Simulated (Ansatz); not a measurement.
## Ti_Si (alpha quartz host)

All values below come from PBE, PAW (plane waves to 420 eV; Ansatz, a program for electronic structure). The supercell holds 72 host sites (2×2×2 repeats of the unit cell), with a 2×2×2 Γ-centred k-point sampling for the final energies. Site at the start: the Si site. Finite-size correction: monopole term and site-potential alignment. Dielectric constants: PBE linear response of the host. Host gap at this level: 5.68 eV. A cell of this size leaves errors of a few tenths of an eV. Levels are measured in PBE's own, too narrow, gap. Spin–orbit coupling is left out, and no Hubbard U is applied to the open shells. Each state is the lowest found from its start.

Formation energies E_f are given with the Fermi level at the valence-band maximum. Chemical conditions: O-rich (Δμ(Si) = -8.33 eV, Δμ(Ti) = -9.15 eV, bounded by anatase TiO2; only phases computed here count, gases as isolated molecules at 0 K); Si-rich (Δμ(Si) = 0.00 eV, Δμ(Ti) = -1.70 eV, bounded by TiSi2 (Cmcm); only phases computed here count, gases as isolated molecules at 0 K). Reference phases: Si: silicon, Ti: hcp Ti.

```json
[
 {"charge": "+1†", "moment (μB)": "0.9", "point group": "–", "largest move off a lattice site (Å)": "0.26", "image correction with alignment (eV)": "0.34", "E_f, O-rich (eV)": "–", "E_f, Si-rich (eV)": "–"},
 {"charge": "0", "moment (μB)": "not spin-polarised", "point group": "C2", "largest move off a lattice site (Å)": "0.26", "image correction with alignment (eV)": "0.00", "E_f, O-rich (eV)": "0.36", "E_f, Si-rich (eV)": "1.24"},
 {"charge": "−1", "moment (μB)": "1.0", "point group": "C2", "largest move off a lattice site (Å)": "0.47", "image correction with alignment (eV)": "0.28", "E_f, O-rich (eV)": "5.82", "E_f, Si-rich (eV)": "6.70"}
]
```

† Not settled in this cell, so no level is given: charge +1: a level filled in part, carriers not clearly localised, level within 0.1 eV of a band edge or past it.

Point groups are those of the whole cell at tolerances of 0.03 and 0.1 Å ("near" where only the looser one holds); none is given for unsettled states.

Transition levels above the valence-band maximum: ε(0/−1) = 5.46 eV. With a charge missing or unsettled, these needn't be thermodynamic levels.

Flagged in the runs: a doubtful potential alignment, a host whose relaxation on this sampling wasn't shown to rest, a strain field that reaches the edge of the cell.

All states together cost around 110 core-minutes (rough).
